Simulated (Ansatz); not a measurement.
## What isotropic strain −3.00 % does to CaSe

Consider CaSe in the rock salt structure (space group Fm-3m, No. 225; a = 5.869 Å).

One thing is altered: an isotropic linear strain of −3.00 %, atoms relaxed at fixed cell.

Level of theory: PBEsol (Ansatz, a program for electronic structure; PAW; 420 eV plane waves; without spin-orbit coupling). k-mesh 10×10×10 (Γ-centred); smearing 0.05 eV (Fermi–Dirac).

| quantity | base | changed | shift |
|---|---|---|---|
| volume per atom | 25.26 Å³ | 23.06 Å³ | -2.206 Å³ |
| shortest interatomic distance | 2.934 Å | 2.846 Å | -0.088 Å |
| energy relative to the base (free energy F) | 0 meV/atom | +37 meV/atom | +37 meV/atom |
| pressure | 0.00 GPa | 5.74 GPa | +5.74 GPa |
| band gap | 1.88 eV | 1.61 eV | -0.27 eV |
| gap character | indirect, Γ → X | indirect, Γ → X | – |
| smallest direct gap | 2.85 eV | 2.67 eV | -0.18 eV |
| mean gap deformation potential ΔEg/Δln V | – | +2.9 eV | – |
| width of the top valence band | 1.75 eV | 1.97 eV | +0.22 eV |
| electron mass | 1.4 mₑ along k, 0.27 mₑ across (at X) | 1.4 mₑ along k, 0.24 mₑ across (at X) | – |
| hole mass (degenerate bands, along [100]) | 0.17, 0.91, 0.91 mₑ (at Γ) | 0.16, 0.81, 0.81 mₑ (at Γ) | – |

Masses are band curvatures over ±0.01 Å⁻¹ around the edge. Along k means along the line from Γ to the band edge. Whether these cells are dynamically stable was not tested.
